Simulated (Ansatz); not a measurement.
Input and output of a self-consistent single point for Li₃YBi₂ (P3m1, 6 atoms in the cell) (Ansatz, a quantum-chemistry and plane-wave program).

Method of the run: PBEsol, default PAW files made with PBE (plane waves; Ansatz).

```xyz
6
Lattice="4.6148 0.0000 0.0000 -2.3074 3.9965 0.0000 0.0000 0.0000 7.2877" Properties=species:S:1:pos:R:3 pbc="T T T"
Li     2.3074     1.3322     2.6075
Li     0.0000     2.6644     4.7302
Li     0.0000     0.0000     3.6438
Y      0.0000     0.0000     0.0000
Bi     2.3074     1.3322     5.4846
Bi     0.0000     2.6644     1.8030
```

Reference input (self-consistent single point, DFT, PBEsol, plane waves, default PAW files made with PBE): basis.ecutwfc = 420 eV; kpoints.mp_grid.grid = 8 8 5; hamiltonian.xc = pbesol; hamiltonian.pseudopotentials = {kind: paw} (the program's default PAW files); scf.occupations.method = gaussian; scf.occupations.width = 0.1 eV. This run's input differs from it in these lines:

Ansatz 0.2 input:
```diff
@@ -16,3 +16,3 @@
 kpoints:
-  mp_grid: { grid: [8, 8, 5] }
+  mp_grid: { grid: [13, 13, 8] }
 hamiltonian:
@@ -21,3 +21,3 @@
 scf:
-  occupations: { method: gaussian, width: 0.1 }
+  occupations: { method: gaussian, width: 1.0 }
 output:
```

Output (repeated stretches shortened):

```
SCF iter   1: F=—  HF=-28892.612918 eV  |F-HF|=—  |Δ(HF+E_count)|=         —  Δρ=4.40e-3  dr2=1.09e-1  ethr=1.77e-3  ⟨swp⟩=6.1  Hψ=23083  notcnv=0
all-band conjugate gradients solve this SCF's bands
preconditioner: auto → Kerker (q_TF=auto, 2.314 Å⁻¹)
SCF iter   2: F=—  HF=-28892.598082 eV  |F-HF|=—  |Δ(HF+E_count)|=   1.48e-2  Δρ=2.42e-3  dr2=2.84e-2  ethr=2.18e-4  ⟨swp⟩=1.0  Hψ=6321  notcnv=0
SCF iter   3: F=—  HF=-28892.593103 eV  |F-HF|=—  |Δ(HF+E_count)|=   4.98e-3  Δρ=5.96e-4  dr2=1.58e-3  ethr=5.67e-5  ⟨swp⟩=1.3  Hψ=5212  notcnv=0
SCF iter   4: F=—  HF=-28892.592916 eV  |F-HF|=—  |Δ(HF+E_count)|=   1.87e-4  Δρ=1.48e-4  dr2=7.19e-5  ethr=3.15e-6  ⟨swp⟩=2.0  Hψ=5924  notcnv=0
SCF iter   5: F=—  HF=-28892.592902 eV  |F-HF|=—  |Δ(HF+E_count)|=   1.35e-5  Δρ=3.50e-5  dr2=6.65e-6  ethr=1.44e-7  ⟨swp⟩=2.0  Hψ=6168  notcnv=0
SCF iter   6: F=—  HF=-28892.592901 eV  |F-HF|=—  |Δ(HF+E_count)|=   1.04e-6  Δρ=1.19e-5  dr2=4.25e-7  ethr=1.33e-8  ⟨swp⟩=2.2  Hψ=6658  notcnv=0
SCF iter   7: F=-28892.592901 eV  HF=-28892.592901 eV  |F-HF|=1.69e-8  |Δ(HF+E_count)|=   1.75e-9  Δρ=3.41e-6  dr2=2.84e-8  ethr=2.00e-10  ⟨swp⟩=7.4  Hψ=24270  notcnv=0
SCF 1 converged in 7 iterations: F = -28892.592901 eV  dr2 = 2.84e-8
Free energy (F): -28892.592901 eV
Internal energy: -28891.960096 eV  (E = F + TS)
E sigma→0 (E₀):  -28892.276499 eV
Entropy (-TS):   -0.632805 eV (-105.467 meV/atom)
Fermi energy:    8.442656 eV
--- Forces (eV/Å), atoms counted from 1 ---
  atom   1  Li    -0.00000000     0.00000000    -0.15450603
  atom   2  Li     0.00000000    -0.00000000     0.06691182
  atom   3  Li     0.00000000     0.00000000     0.00112291
  atom   4  Y     -0.00000000     0.00000000     0.02673533
  atom   5  Bi     0.00000000    -0.00000000     0.07291505
  atom   6  Bi     0.00000000     0.00000000    -0.01316772
--- Stress (GPa, compression-positive) ---
       -0.436745       0.000000      -0.000000
        0.000000      -0.436745      -0.000000
       -0.000000      -0.000000      -1.100540
  P = ⅓ Tr σ = -0.6580 GPa (-6.580 kbar)
  The stress holds the Pulay correction. Without it, at fixed plane waves, as pw.x and ABINIT print it: P = -0.6716 GPa
```

The run converged in 7 iterations. Against the reference run the free energy drops by 37.1 meV/atom, the pressure goes from -0.87 to -0.66 GPa and the largest force goes from 0.123 to 0.155 eV/Å.

The starting cell comes from a database of computed structures (which also holds hypothetical and non-ambient phases and stackings), without a prior relaxation at this level. Its lattice was rescaled by up to half a per cent. One atom was moved a little off its site on purpose. Ansatz's pressure includes its estimate of the finite-basis (Pulay) stress.

Cost on one core of a shared machine: roughly 40 s.
